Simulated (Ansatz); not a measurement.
Given:

```
CELL_PARAMETERS angstrom
      4.29015     0.00000     0.00000
     -2.14508     3.71538     0.00000
      0.00000     0.00000     4.70608
ATOMIC_POSITIONS crystal
  Sr 0.00000 0.00000 0.00000
  Ga 0.33333 0.66667 0.50000
  Ga 0.66667 0.33333 0.50000
```

These are PBEsol, DFPT electron-phonon coupling, linearised Boltzmann equation (plane waves, PAW, scalar-relativistic; Ansatz, a quantum-chemistry and plane-wave program) values and carry that method's errors. How the cell was made: relaxed with this functional, without spin-orbit coupling.

Problem. Estimate the phonon-limited resistivity at 300 K, by direction if it differs.

Solution. 24 (x), 24 (y), 57 (z) μΩ·cm.

Problem. How long is the mean free path there?

Solution. 7.2 (x), 7.2 (y), 6.6 (z) nm, weighted by the current that each state carries. Wires not much wider than this gain resistivity from their walls.

A metal at this level (no band gap). Only scattering by harmonic phonons is included (no impurities, grain boundaries, electron-electron scattering or thermal expansion). Spin-orbit coupling is left out. Halving the electron mesh (24x24x20) moves the resistivity by up to 5 % at 300 K, the mean free path by up to 6 %. Smearing 0.20 eV; phonons on a 4x4x3 q mesh, which this run doesn't test.

Computed structure, not matched to a measured one here, so possibly hypothetical: SrGa2 (P6/mmm).
